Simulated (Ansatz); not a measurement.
Input and output of a self-consistent single point for Cu3AsS4 (R3m, 8 atoms in the cell) (Ansatz, a first-principles code).

Method: PBEsol, default PAW files made with PBE (plane waves; Ansatz).

```
Cu3AsS4
1.0
    5.28551     0.00000     0.00000
    0.00000     5.28551     0.00000
    0.00000     0.00000     5.28551
Cu As S
3 1 4
Direct
  0.00000   0.50000   0.50000
  0.50000   0.00000   0.50000
  0.50000   0.50000   0.00000
  0.00546   0.00546   0.00546
  0.25268   0.74732   0.74732
  0.74732   0.74732   0.25268
  0.74732   0.25268   0.74732
  0.25268   0.25268   0.25268
```

Reference input (self-consistent single point, DFT, PBEsol, plane waves, default PAW files made with PBE): basis.ecutwfc = 420 eV; kpoints.mp_grid.grid = 6 6 6; hamiltonian.xc = pbesol; hamiltonian.pseudopotentials = {kind: paw} (the program's default PAW files); scf.occupations.method = gaussian; scf.occupations.width = 0.1 eV. This run's input differs from it in these lines:

Ansatz 0.2 input:
```diff
@@ -18,3 +18,3 @@
 kpoints:
-  mp_grid: { grid: [6, 6, 6] }
+  mp_grid: { grid: [8, 8, 8] }
 hamiltonian:
@@ -23,3 +23,3 @@
 scf:
-  occupations: { method: gaussian, width: 0.1 }
+  occupations: { method: gaussian, width: 0.05 }
 output:
```

Output, abridged:

```
SCF iter   1: F=—  HF=-28120.704316 eV  |F-HF|=—  |Δ(HF+E_count)|=         —  Δρ=1.02e-2  dr2=1.03e-1  ethr=1.77e-3  ⟨swp⟩=6.2  Hψ=14251  notcnv=0  defer=8
all-band conjugate gradients solve this SCF's bands
preconditioner: auto → LDOS
SCF iter   2: F=—  HF=-28120.718361 eV  |F-HF|=—  |Δ(HF+E_count)|=   1.40e-2  Δρ=1.32e-2  dr2=1.41e-1  ethr=1.08e-4  ⟨swp⟩=2.0  Hψ=7792  notcnv=0  defer=333
   [... lines left out ...]
SCF iter   5: F=—  HF=-28120.680038 eV  |F-HF|=—  |Δ(HF+E_count)|=   1.87e-4  Δρ=3.47e-4  dr2=1.26e-4  ethr=1.15e-6  ⟨swp⟩=2.0  Hψ=5759  notcnv=0  defer=333
SCF iter   6: F=—  HF=-28120.680013 eV  |F-HF|=—  |Δ(HF+E_count)|=   2.53e-5  Δρ=3.36e-5  dr2=1.42e-6  ethr=1.32e-7  ⟨swp⟩=2.0  Hψ=4694  notcnv=0  defer=333
SCF iter   7: F=—  HF=-28120.680248 eV  |F-HF|=—  |Δ(HF+E_count)|=   2.36e-4  Δρ=9.54e-6  dr2=1.42e-7  ethr=1.48e-9  ⟨swp⟩=2.0  Hψ=5626  notcnv=0  defer=333
SCF iter   8: F=-28120.680248 eV  HF=-28120.680248 eV  |F-HF|=7.73e-9  |Δ(HF+E_count)|=   5.49e-8  Δρ=2.43e-6  dr2=1.42e-8  ethr=1.04e-10  ⟨swp⟩=8.9  Hψ=15523  notcnv=0
SCF 1 converged in 8 iterations: F = -28120.680248 eV  dr2 = 1.42e-8
Free energy (F): -28120.680248 eV
Internal energy: -28120.675831 eV  (E = F + TS)
E sigma→0 (E₀):  -28120.678040 eV
Entropy (-TS):   -0.004418 eV (-0.552 meV/atom)
Fermi energy:    8.526140 eV
--- Forces (eV/Å), atoms counted from 1 ---
  atom   1  Cu    -0.04774243     0.03513601     0.03513601
  atom   2  Cu     0.03513601    -0.04774243     0.03513601
  atom   3  Cu     0.03513601     0.03513601    -0.04774243
  atom   4  As    -0.32300304    -0.32300304    -0.32300304
  atom   5  S      0.15638921    -0.09453522    -0.09453522
  atom   6  S     -0.09453522    -0.09453522     0.15638921
  atom   7  S     -0.09453522     0.15638921    -0.09453522
  atom   8  S      0.33315581     0.33315581     0.33315581
--- Stress (GPa, compression-positive) ---
       -2.614463       0.216971       0.216971
        0.216971      -2.614463       0.216971
        0.216971       0.216971      -2.614463
  P = ⅓ Tr σ = -2.6145 GPa (-26.145 kbar)
  The stress holds the Pulay correction. Without it, at fixed plane waves, as pw.x and ABINIT print it: P = -2.6533 GPa
```

The run converged in 8 iterations. Against the reference run the free energy rises by 1.5 meV/atom, the pressure hardly changes (-2.58 to -2.61 GPa) and the largest force hardly changes (0.582 to 0.577 eV/Å).

The starting cell comes from a database of computed structures (which also holds hypothetical and non-ambient phases and stackings), without a prior relaxation at this level. Its lattice was rescaled by up to half a per cent. One atom was moved a little off its site on purpose. Spin polarisation is off. Ansatz's pressure includes its estimate of the finite-basis (Pulay) stress. The run gives no clean gap (levels at the Fermi energy touch, overlap or are partly filled at this smearing), which alone does not show that the compound is a metal.

Cost on one core of a shared machine: roughly 50 s.
